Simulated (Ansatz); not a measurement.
The parent structure is Li in the bcc (W type) structure (space group Im-3m, No. 229; a = 3.435 Å; relaxed with 0.1 eV smearing).

Calculations: DFT with PBE, PAW potentials and a 420 eV plane-wave cutoff in Ansatz (a quantum-chemistry and plane-wave program), no spin-orbit coupling.

Before the change:

Pressure: 0.0 GPa

Now apply this change: every lattice vector is stretched by 2.50 %, atoms relaxed at fixed cell.

Task: Predict the new energy relative to the base.

Result: The energy increases by 4.6 meV/atom.

Task: How does this affect the pressure?

Result: The pressure goes from zero to -0.9 GPa.

The cells carry an imposed strain or load. No phonon test of stability was made.
